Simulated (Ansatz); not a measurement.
Point defect Ti_Al in corundum

Computed with PBE, PAW (plane waves to 420 eV; Ansatz, an electronic-structure program). The supercell holds 120 host sites (2×2×1 repeats of the unit cell), with a 2×2×2 Γ-centred k-point sampling for the final energies. Site at the start: the Al site. Energies of charged states are corrected for periodic images (point charge plus alignment at distant sites). Dielectric constants: PBE linear response of the host. Host gap at this level: 5.85 eV. These values are not converged in cell size to better than tenths of an eV. The semilocal functional narrows the gap, so deep levels can fall outside it. Spin–orbit coupling is left out, and no Hubbard U is applied to the open shells. Each state is the lowest found from its start.

Formation energies E_f are given with the Fermi level at the valence-band maximum. Chemical conditions: Al-rich (Δμ(Al) = 0.00 eV, Δμ(Ti) = -1.58 eV, bounded by TiAl3 (I4/mmm); only phases computed here count, gases as isolated molecules at 0 K); O-rich (Δμ(Al) = -7.45 eV, Δμ(Ti) = -9.15 eV, bounded by anatase TiO2; only phases computed here count, gases as isolated molecules at 0 K). Reference phases: Al: fcc Al, Ti: hcp Ti.

```tsv
charge	moment (μB)	point group	largest move off a lattice site (Å)	image correction with alignment (eV)	E_f, Al-rich (eV)	E_f, O-rich (eV)	above the lowest spin state (eV)
+2*	quenched	–	0.06	–	–	–	0.00
+1	not spin-polarised	C3	0.06	0.29	-0.45	-0.34	0.00
0	1.0	–	0.13	0.00	3.00	3.12	0.00
−1	2.0	C3	0.20	0.08	8.21	8.33	0.00
−1*	not spin-polarised	–	0.17	–	–	–	0.82
```

* At this level the carrier isn't localised at the defect: at charge +2 holes occupy the valence band. Such a state is shallow or no state of the defect, and this cell gives it no level.

Point groups are those of the whole cell at tolerances of 0.03 and 0.1 Å ("near" where only the looser one holds); none is given for unsettled states.

Starting moments that weren't kept: charge +2 began with 1 μB and ended with 0.0.

Transition levels above the valence-band maximum: ε(+1/0) = 3.45 eV; ε(0/−1) = 5.22 eV. On the lower envelope of the bound states, inside the gap: (+1/0) at 3.45 eV; (0/−1) at 5.22 eV.

Flagged in the runs: a doubtful potential alignment, a host whose relaxation on this sampling wasn't shown to rest.

All states together cost very roughly 4 core-hours.
